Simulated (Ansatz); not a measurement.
Take ZrSiO (space group P4/nmm, No. 129; a = 3.2781 Å, c = 7.2573 Å; a cell from a computed database, its experimental status unchecked) as the base. Axes: x, y, z lie along a, b, c of the conventional cell.

Computed with PBEsol in Ansatz (plane waves to 420 eV, PAW, no spin-orbit coupling).

Before the change:

```
Item               Result
---------------  --------
Pressure          0.0 GPa
Volume per atom  13.00 Å³
Band gap             zero
```

Now apply this change: biaxial strain +2.69 %, plane normal [001], relaxed out of plane (Cartesian); in-plane vectors clamped, the third vector and the atoms free.

Task: How does this affect the pressure?

Result: The pressure (mean of the normal stresses, compression positive) goes from zero to -6.3 GPa.

Task: What does the calculation give for the volume per atom after the change?

Result: The volume per atom goes up by 0.566 Å³ (13.00 Å³ → 13.56 Å³).

Task: How does this affect the band gap?

Result: The band gap is still zero.

No phonon test of stability was made. The final runs are not spin-polarised. A zero or small gap of ZrSiO can be the functional's error rather than a property of the material.

Ansatz is a program for electronic structure.
